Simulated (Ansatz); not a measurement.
The reference is Ti in the hcp (Mg type) structure (space group P6_3/mmc, No. 194; a = 2.939 Å, c = 4.654 Å; relaxed with 0.1 eV smearing).

Computed with PBE (Ansatz, a first-principles code; PAW; 420 eV plane waves; no spin-orbit coupling), earlier PAW set.

Base values:

- Band gap: zero
- Pressure: 0.0 GPa

It is then changed as follows: every lattice vector is shortened by 1.02 %, atoms relaxed at fixed cell.

**Question.** What does the calculation give for the energy relative to the base after the change?

**Answer.** The energy increases by 5.8 meV/atom.

**Question.** What happens to the band gap?

**Answer.** The band gap is still zero.

**Question.** How does this affect the pressure?

**Answer.** The pressure (mean of the normal stresses, compression positive) goes from zero to 3.6 GPa.

The cells carry an imposed strain or load. Whether these cells are dynamically stable was not tested. The final runs are not spin-polarised.
